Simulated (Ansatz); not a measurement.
The starting structures come from a database of crystals and need not be the phases stable at ambient conditions.

 Where the default PAW files enter, the runs use the earlier of Ansatz's two default sets.

Tunnelling through a barrier is set by its complex band structure: the current falls as exp(−2κd) with the smallest κ.

Here is the system:

```xyz
2
Lattice="4.0066 0.0000 0.0000 -2.0033 3.4698 0.0000 2.0033 -1.1566 3.2714" Properties=species:S:1:pos:R:3 pbc="T T T"
Mg     0.0000     0.0000     0.0000
S      4.0066     0.0000     2.4536
```

Space group of this cell: F-43m, zinc blende. The cell is taken as given.

Transport runs along the normal of the first two printed cell vectors, the (111) plane of the conventional cell.

The gap is the functional's own. No spin-orbit coupling. Mid-gap values are interpolated on the energy grid.

**Question.** State the band gap and the smallest decay constant κ at mid-gap according to PBEsol (Ansatz, an electronic-structure program).

**Answer.** Gap 3.28 eV on a 10×10×10 mesh; κ = 0.226 1/Å, at the zone centre.
